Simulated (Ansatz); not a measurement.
System: B20 (FeSi-type) FeGe. Method: PBE-D4 (Ansatz, a first-principles code, PAW).

Run with plane-wave cutoff 520 eV, 12×12×12 k mesh, Fermi–Dirac smearing 0.05 eV, spin-polarised with parallel moments, scalar-relativistic PAW data made under PBE.

Computed at the level's own relaxed cell.

**Question.** What does this level give for the equilibrium lattice constant a, pressure derivative B′ of the bulk modulus, magnetic moment (largest site, within a sphere) and volume per atom?

**Answer.** 
- equilibrium lattice constant a = 4.616 Å
- pressure derivative B′ of the bulk modulus = 5.3
- magnetic moment (largest site, within a sphere) = 1.12 μB
- volume per atom = 12.29 Å³/atom

The run finds no gap.

Measured, for comparison: lattice constant a 4.699 Å (295 K, no zero-point or thermal correction, our sources range from 4.689 to 4.699; as tabulated in Wilhelm et al. (2007), arXiv:cond-mat/0703031); equilibrium volume per atom 12.97 Å³/atom (295 K, no zero-point or thermal correction; as tabulated in Wilhelm et al. (2007), arXiv:cond-mat/0703031). Computed (rounded) less measured: lattice constant a -1.8 % (-1.6 % to -1.8 % over the range), equilibrium volume per atom -5.2 %. A static lattice is as a rule a little smaller and stiffer than an uncorrected measurement, which narrows the difference in the lattice constant a and would widen misses of the other sign.

Note: the collinear magnetic order is the start's and need not be the measured one; the bulk modulus comes from volumes at which shape and atoms were relaxed.

Moments are spin moments.

The computed numbers hold no vibrational or temperature effects.

Computing time: roughly 110 core-minutes.
